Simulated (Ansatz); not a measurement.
**Cu: response to strain**

Take Cu in the fcc (Cu type) structure (space group Fm-3m, No. 225; a = 3.577 Å; relaxed with 0.1 eV smearing) as the base. Axes: x, y, z lie along the cube axes.

Strains are applied to the cell and any free atomic positions relax; under biaxial strain the out-of-plane vector relaxes too.

Computed with r2SCAN (Ansatz, a first-principles code, PAW, no spin-orbit coupling).

Candidates:
(a) biaxial strain +3.00 %, plane normal [001], relaxed out of plane
(b) biaxial strain +0.50 %, plane normal [001], relaxed out of plane
(c) biaxial strain +2.50 %, plane normal [001], relaxed out of plane

**Question.** Order them by out-of-plane strain, highest first.

**Answer.** (b) biaxial strain +0.50 %, plane normal [001], relaxed out of plane (-0.72 %), (c) biaxial strain +2.50 %, plane normal [001], relaxed out of plane (-3.71 %), (a) biaxial strain +3.00 %, plane normal [001], relaxed out of plane (-4.50 %)

Whether these cells are dynamically stable was not tested. All final runs are without spin polarisation.
